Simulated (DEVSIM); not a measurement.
Structure: Schottky contact on n-type Si, at 350 K.

| layer (left to right) | material | thickness (μm) | Nd (cm⁻³) | τn (s) | τp (s) |
|---|---|---|---|---|---|
| 1 | Si | 1.20 | 1.9e15 | 5.1e-7 | 1.5e-6 |

Left contact: Schottky, work function 4.76 eV, emission velocity 4.1e6 cm/s. Right contact: ohmic. Voltage is applied to the left contact. Recombination: SRH at mid-gap, Auger. Mobility is μmin + (μ − μmin)/(1 + (N/Nref)^α).

This is a model device: material constants are rounded textbook-type values typed into the input, and sizes, dopings and lifetimes were drawn at random. Values at 300 K; Nc and Nv go as T^1.5, mobilities as T to minus their exponent, the gap by Varshni's rule with the affinity fixed.

| parameter | Si |
|---|---|
| gap (eV) | 1.124 |
| affinity (eV) | 4.05 |
| permittivity | 11.7 |
| Nc (cm⁻³) | 2.86e19 |
| Nv (cm⁻³) | 3.1e19 |
| μn (cm²/Vs) | 1417 |
| μp (cm²/Vs) | 470 |
| μn,min | 52 |
| μp,min | 45 |
| Nref,n | 9.7e16 |
| Nref,p | 2.2e17 |
| αn | 0.68 |
| αp | 0.72 |
| T exponent of μn | 2.3 |
| T exponent of μp | 2.2 |
| Cn (cm⁶/s) | 2.8e-31 |
| Cp (cm⁶/s) | 9.9e-32 |
| Varshni α (eV/K) | 0.000473 |
| Varshni β (K) | 636 |

DEVSIM, 1D drift-diffusion, Boltzmann statistics, complete ionisation; no tunnelling, impact ionisation, image-force lowering or self-heating. Metal contacts follow the ideal Schottky-Mott rule: no Fermi-level pinning, no interface dipoles.

**Question.** Tabulate band edges, carrier densities and field at 1.15 V on the left contact.

**Answer.** Energies count from the Fermi level of the right contact; mesh points crowd at the junctions.

| x (μm) | Ec (eV) | Ev (eV) | n (cm⁻³) | p (cm⁻³) | field (V/cm) |
|---|---|---|---|---|---|
| 0.000 | -0.440 | -1.551 | 2.7e15 | 4.4e13 | 6500 |
| 0.007897 | -0.435 | -1.546 | 2.6e15 | 4.4e13 | 6500 |
| 0.01828 | -0.428 | -1.539 | 2.4e15 | 4.5e13 | 6400 |
| 0.03422 | -0.418 | -1.529 | 2.3e15 | 4.5e13 | 6300 |
| 0.05926 | -0.402 | -1.513 | 2.1e15 | 4.5e13 | 6200 |
| 0.08584 | -0.386 | -1.497 | 2.0e15 | 4.6e13 | 6100 |
| 0.1266 | -0.361 | -1.472 | 2.0e15 | 4.6e13 | 6100 |
| 0.1907 | -0.322 | -1.433 | 2.0e15 | 4.6e13 | 6100 |
| 0.2701 | -0.274 | -1.384 | 1.9e15 | 4.6e13 | 6100 |
| 0.3631 | -0.217 | -1.328 | 1.9e15 | 4.6e13 | 6100 |
| 0.4855 | -0.142 | -1.253 | 1.9e15 | 4.6e13 | 6100 |
| 0.6906 | -0.017 | -1.128 | 1.9e15 | 4.6e13 | 6100 |
| 0.8187 | 0.061 | -1.049 | 1.9e15 | 4.5e13 | 6100 |
| 0.9161 | 0.121 | -0.990 | 1.9e15 | 4.5e13 | 6200 |
| 1.016 | 0.183 | -0.928 | 1.9e15 | 4.4e13 | 6200 |
| 1.066 | 0.214 | -0.897 | 1.9e15 | 4.2e13 | 6200 |
| 1.104 | 0.237 | -0.873 | 1.9e15 | 3.9e13 | 6200 |
| 1.133 | 0.255 | -0.855 | 1.9e15 | 3.3e13 | 6200 |
| 1.163 | 0.274 | -0.837 | 1.9e15 | 2.4e13 | 6200 |
| 1.178 | 0.283 | -0.827 | 1.9e15 | 1.6e13 | 6200 |
| 1.189 | 0.290 | -0.820 | 1.9e15 | 8.9e12 | 6200 |
| 1.200 | 0.297 | -0.814 | 1.9e15 | 7.5e7 | 6200 |
